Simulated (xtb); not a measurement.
xtb 6.7.1, GFN2-xTB: Si(Cl)(NMe2)(SiMe3)2 (CN(C)[Si](Cl)([Si](C)(C)C)[Si](C)(C)C), 37 atoms. The geometry is a generated start, not checked to be a minimum at this level.

```
Quantity                  Result
-----------------  -------------
run flags                 --grad
method                  GFN2-xTB
--acc                1 (default)
--etemp (K)        300 (default)
basis functions              100
valence electrons             80
```

One run each on 1 thread. Values of broydamp tried: 0.02, 0.05, 0.1, 0.2, 0.4 (default), 0.6, 0.8, 1.

### Question
How does the count of SCC iterations change with broydamp, and where is it least?

### Answer
Fewest SCC iterations, within one of each other: 0.4 (default) with 16, 0.6 with 16, 0.8 with 16, 1 with 17. The count rises to 27 at 0.02. All converge to one solution.

| broydamp | SCC iterations | end |
|---|---|---|
| 0.02 | 27 | same solution |
| 0.05 | 24 | same solution |
| 0.1 | 21 | same solution |
| 0.2 | 18 | same solution |
| 0.4 (default) | 16 | same solution |
| 0.6 | 16 | same solution |
| 0.8 | 16 | same solution |
| 1 | 17 | same solution |
